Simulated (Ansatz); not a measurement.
Levels about the gap of amorphous Si24O50Zr (75 atoms in a cell of 1127 Å³, 2.31 g/cm³; zone centre alone, so wide bands show as single levels with stretches between that a denser mesh fills), at the geometry that PBE relaxed, where it gives 0.3 GPa on a denser mesh. The participation number counts the atoms over which a state spreads; weights are charges in smoothed Voronoi cells. The levels come from a single point, so bond lengths are those of that geometry. Method of the levels: r2SCAN, scalar-relativistic without spin-orbit coupling (Ansatz, a first-principles code). Sampling: the zone centre alone; Fermi-Dirac width 0.02 eV; no spin polarisation. At PBE the levels at the filled edge of the gap are localised (band-tail or defect states), and the nearest spread-out levels lie 4.9 eV apart at the zone centre.

The cell was made by melting and quenching with the CHGNet potential and then relaxed with DFT. O atoms were pushed apart under 1.9 Å during the dynamics, to hinder bonds among them. The hot cell started wider than the set density and was brought back towards it in steps. It is the lowest in DFT energy of 2 quenches. It is a model cell: composition and starting density were chosen by hand, and all elements were melted together. No dispersion term was used. Its density started from a set value of 2.31 and ended at 2.31 g/cm³. The simulated quench (nominally 320 K/ps over its main leg) is rapid and tends to freeze in more defects than a deposited or slowly cooled glass has. One small periodic cell is one sample of the glass; other quenches scatter about these values. The volume was held where the preparation left it, at a PBE pressure of 0.3 GPa. Stress components on the final sampling reach 2.2 GPa.

| E - E(highest filled), eV | filling | participation number | largest on | weight O | weight Zr | weight Si |
|---|---|---|---|---|---|---|
| -0.53 | filled | 22.5 | O, 2 neighbours | 0.96 | 0.00 | 0.03 |
| -0.52 | filled | 16.2 | O, 2 neighbours | 0.95 | 0.01 | 0.04 |
| -0.45 | filled | 13.1 | O, 2 neighbours | 0.95 | 0.01 | 0.04 |
| -0.39 | filled | 11.1 | O, 2 neighbours | 0.96 | 0.01 | 0.04 |
| -0.38 | filled | 11.0 | O, 2 neighbours | 0.95 | 0.01 | 0.04 |
| -0.32 | filled | 15.2 | O, 2 neighbours | 0.96 | 0.01 | 0.03 |
| 0.00 | filled | 6.5 | O, 2 neighbours | 0.95 | 0.01 | 0.04 |
| 5.33 | empty | 47.4 | O, 2 neighbours | 0.67 | 0.03 | 0.30 |
| 5.97 | empty | 3.0 | Zr, 5 neighbours | 0.34 | 0.56 | 0.10 |
| 6.12 | empty | 2.3 | Zr, 5 neighbours | 0.30 | 0.65 | 0.04 |
| 6.32 | empty | 2.4 | Zr, 5 neighbours | 0.32 | 0.63 | 0.05 |
| 6.65 | empty | 24.3 | Zr, 5 neighbours | 0.55 | 0.14 | 0.31 |
| 6.98 | empty | 8.6 | Zr, 5 neighbours | 0.52 | 0.32 | 0.16 |
| 7.23 | empty | 44.4 | Si, 4 neighbours | 0.65 | 0.04 | 0.31 |

Most localised among these is the empty level at +6.12 eV, on a Zr atom, which has 5 neighbours (O 1.97 Å, O 2.03 Å, O 2.04 Å, O 2.08 Å, O 2.09 Å).
